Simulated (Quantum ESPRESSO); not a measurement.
Input and output of a self-consistent single point for Mn2B4Mo (Immm, 7 atoms in the cell) (Quantum ESPRESSO).

Method of the run: PBEsol-D3(BJ) with three-body term, GBRV 1.5 ultrasoft (PBESOL) pseudopotentials (plane waves; Quantum ESPRESSO 7.5).

```
CELL_PARAMETERS angstrom
      1.51042     1.54367     6.44237
     -1.51042     1.54367     6.44237
     -1.51042    -1.54367     6.44237
ATOMIC_POSITIONS crystal
  Mn 0.18649 0.00000 0.18649
  Mn 0.81351 0.00000 0.81351
  B  0.35226 0.00000 0.35226
  B  0.64774 0.00000 0.64774
  B  0.92781 0.50000 0.42781
  B  0.07219 0.50000 0.57219
  Mo 0.50000 0.50000 0.00000
```
Moments meant for the start (each program seeds them in its own way; μB, in the order of the atoms Mn Mn B B B B Mo): 4.0 4.0 0.0 0.0 0.0 0.0 0.0.

Reference input (self-consistent single point, DFT, PBEsol, plane waves, GBRV 1.5 ultrasoft (PBESOL) pseudopotentials): ecutwfc = 50 Ry; ecutrho = 400 Ry; occupations = smearing; smearing = methfessel-paxton; degauss = 0.0073499 Ry; nspin = 2; potentials = {Mn: mn_pbesol_v1.5.uspp.F.UPF, B: b_pbesol_v1.4.uspp.F.UPF, Mo: mo_pbesol_v1.uspp.F.UPF}; K_POINTS = automatic 8 8 8 0 0 0; conv_thr = 1e-09 Ry; mixing_beta = 0.4. This run's input differs from it in these lines:

```diff
@@ -22,2 +22,5 @@
     starting_magnetization(1) = 0.267
+    vdw_corr = 'grimme-d3'
+    dftd3_version = 4
+    dftd3_threebody = .true.
 /
```

Output (repeated stretches shortened):

```
     Self-consistent Calculation

     iteration #  1     ecut=    50.00 Ry     beta= 0.40

     negative rho (up, down):  2.330E-05 1.775E-05

     total energy              =    -586.17134037 Ry
     estimated scf accuracy    <       3.36172009 Ry

     total magnetization       =     4.21 Bohr mag/cell
     absolute magnetization    =     4.99 Bohr mag/cell

     iteration #  2     ecut=    50.00 Ry     beta= 0.40

     total energy              =    -586.58567240 Ry
     estimated scf accuracy    <       3.16573103 Ry

     total magnetization       =     4.60 Bohr mag/cell
     absolute magnetization    =     5.84 Bohr mag/cell

   [... lines left out ...]

     total magnetization       =     3.56 Bohr mag/cell
     absolute magnetization    =     4.08 Bohr mag/cell

     iteration # 17     ecut=    50.00 Ry     beta= 0.40

     Magnetic moment per site  (integrated on atomic sphere of radius R)
     atom   1 (R=0.291)  charge= 12.5421  magn=  1.7210
     atom   2 (R=0.291)  charge= 12.5421  magn=  1.7210
     atom   3 (R=0.245)  charge=  1.4087  magn= -0.0422
     atom   4 (R=0.245)  charge=  1.4087  magn= -0.0422
     atom   5 (R=0.245)  charge=  1.4717  magn= -0.0180
     atom   6 (R=0.245)  charge=  1.4717  magn= -0.0180
     atom   7 (R=0.321)  charge= 10.6300  magn= -0.0041
     End of self-consistent calculation

     Number of k-points >= 100: set verbosity='high' to print the bands.

     the Fermi energy is    18.1840 ev

!    total energy              =    -587.33413201 Ry
     estimated scf accuracy    <          2.1E-10 Ry
     smearing contrib. (-TS)   =       0.00005948 Ry
     internal energy E=F+TS    =    -587.33419149 Ry

     DFT-D3 Dispersion         =      -0.14167787 Ry

     total magnetization       =     3.56 Bohr mag/cell
     absolute magnetization    =     4.08 Bohr mag/cell

     convergence has been achieved in  17 iterations

     Forces acting on atoms (cartesian axes, Ry/au):

     atom    1 type  1   force =     0.00000000    0.00000000   -0.00580487
     atom    2 type  1   force =     0.00000000    0.00000000    0.00580487
   [... lines left out ...]

     Total force =     0.008715     Total SCF correction =     0.000069

          total   stress  (Ry/bohr**3)                   (kbar)     P=     -140.84
  -0.00091305   0.00000000  -0.00000000         -134.31        0.00       -0.00
   0.00000000  -0.00099209  -0.00000000            0.00     -145.94       -0.00
  -0.00000000   0.00000000  -0.00096703           -0.00        0.00     -142.26

   JOB DONE.
```

The run converged in 17 iterations. Against the reference run the pressure goes from -9.55 to -14.08 GPa, the largest force stays at 0.149 eV/Å and the size of the net moment stays at 0.51 μB/atom.

The starting cell comes from a database of computed structures (which also holds hypothetical and non-ambient phases and stackings), without a prior relaxation at this level. The magnetic order is the one reached from the typed start; others were not searched systematically. With a pressure of about -14 GPa the cell is away from its equilibrium volume at this level.

Cost on one core of a shared machine: roughly 20 min.
